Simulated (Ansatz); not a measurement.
A computed series for InSb: point defects

The parent structure is a 16-atom supercell of InSb in the zinc blende structure (space group F-43m, No. 216; a = 6.635 Å) at its relaxed geometry.

One neutral defect a cell, atoms relaxed at fixed cell.

All numbers come from PBE (Ansatz, a first-principles code; PAW; 420 eV plane waves; scalar-relativistic without spin-orbit coupling).

| change | largest displacement of a host atom from its site in the perfect cell | pressure |
|---|---|---|
| perfect supercell | – | 0.0 GPa |
| Sb vacancy, symmetric start | 0.09 Å | -0.5 GPa |
| Sb on a In site (antisite) | 0.10 Å | ? |
| In interstitial (started 2.87 Å from the nearest host atom), symmetric start | 0.08 Å | 2.9 GPa |
| Tl on a In site, symmetric start | 0.04 Å | 0.3 GPa |
| Al on a In site, symmetric start | 0.10 Å | -0.9 GPa |

Some entries are withheld; estimate them.


- Sb on a In site (antisite), pressure: 1.0 GPa

The cell is small, so the values are those of an ordered compound at a high defect concentration; dilute-limit values will differ. Defects with a symmetric start kept the site's symmetry and may sit on a saddle; the others started slightly shaken. The final runs are not spin-polarised.
